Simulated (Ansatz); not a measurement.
What isotropic strain +1.28 % does to ZrO2

The reference is ZrO2 (space group P4_2/nmc, No. 137; a = 3.621 Å, c = 5.284 Å).

One thing is altered: the cell is scaled by 1.0128 in all directions; the atoms relax in the strained cell.

The values are results of PBE (Ansatz, a program for electronic structure; PAW; 420 eV plane waves; no spin-orbit coupling), earlier PAW set, not measurements. k-mesh 9×9×6 (Γ-centred); smearing 0.05 eV (Fermi–Dirac).

| quantity | base | changed | shift |
|---|---|---|---|
| volume per atom | 11.55 Å³ | 12.00 Å³ | +0.45 Å³ |
| space group | P4_2/nmc (No. 137) | P4_2/nmc (No. 137) | – |
| shortest interatomic distance | 2.077 Å | 2.084 Å | +0.007 Å |
| energy relative to the base (free energy F) | 0 meV/atom | +8.7 meV/atom | +8.7 meV/atom |
| pressure (mean of the normal stresses, compression positive) | 0.00 GPa | -5.99 GPa | -5.99 GPa |
| band gap | 4.04 eV | 3.91 eV | -0.13 eV |
| electron mass | 2.3 mₑ along c, 0.61 mₑ across (at Γ) | 2.4 mₑ along c, 0.61 mₑ across (at Γ) | – |

Final structure:

```xyz
6
Lattice="3.6672 0.0000 0.0000 0.0000 3.6672 0.0000 0.0000 0.0000 5.3519" Properties=species:S:1:pos:R:3 pbc="T T T"
Zr     0.0000     0.0000     0.0000
Zr     1.8336     1.8336     2.6759
O      0.0000     1.8336     0.9899
O      0.0000     1.8336     3.6658
O      1.8336     0.0000     1.6860
O      1.8336     0.0000     4.3620
```

Effective masses come from finite differences of ±0.01 Å⁻¹. No phonon test of stability was made. This is not the structure that ZrO2 has at room temperature and ambient pressure.
